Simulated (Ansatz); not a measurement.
For MoGe (model structure, started from the CsCl type, Pm-3m, No. 221, 2 atoms in the cell), PBEsol (plane waves, PAW; Ansatz, an electronic-structure program) gives:

```
Quantity                    Result
-------------------  -------------
lattice parameter a        3.091 Å
formation enthalpy   0.046 eV/atom
```

Problem. What does r²SCAN in Ansatz (PAW) give for the same quantities?

Solution. 
- lattice constant a: 3.107 Å (goes up by 0.5 %)
- formation enthalpy: 0.193 eV/atom (grows by 0.147 eV/atom)

Changes are worked out from the printed values.

Unless a cell is named, each level is at its own relaxed cell (PBEsol 14.77, r²SCAN 15.00 Å³/atom).

Ansatz's density-functional and Hartree–Fock values are scalar-relativistic unless marked +SOC, with PAW data made under PBE.

A model structure was made by putting elements into a prototype or built by hand; it is no filed structure, need not be a known phase, and can be a saddle point held by its symmetry.
